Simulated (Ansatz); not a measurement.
ZnAu under a change: isotropic strain +1.00 %

Base system: ZnAu in the CsCl type structure (space group Pm-3m, No. 221; a = 3.187 Å; relaxed with 0.1 eV smearing).

Perturbation: every lattice vector is stretched by 1.00 %; the atoms relax in the strained cell.

Calculations: PBE, PAW, 420 eV (Ansatz, a program for electronic structure; scalar-relativistic without spin-orbit coupling). Γ-centred 18×18×18 mesh, Fermi–Dirac width 0.1 eV.

* **Volume per atom**: 16.67 Å³ (base 16.18 Å³)
* **Space group**: Pm-3m (No. 221) (base Pm-3m (No. 221))
* **Shortest interatomic distance**: 2.787 Å (base 2.760 Å)
* **Energy relative to the base (free energy F)**: +5.1 meV/atom
* **Pressure**: -3.2 GPa (base 0.0 GPa)
* **Band gap**: zero (base zero)

Cost of the whole job for the changed cell (relaxation, final SCF and bands): around 17 core-seconds (rough).

Stability against distortions was not tested.
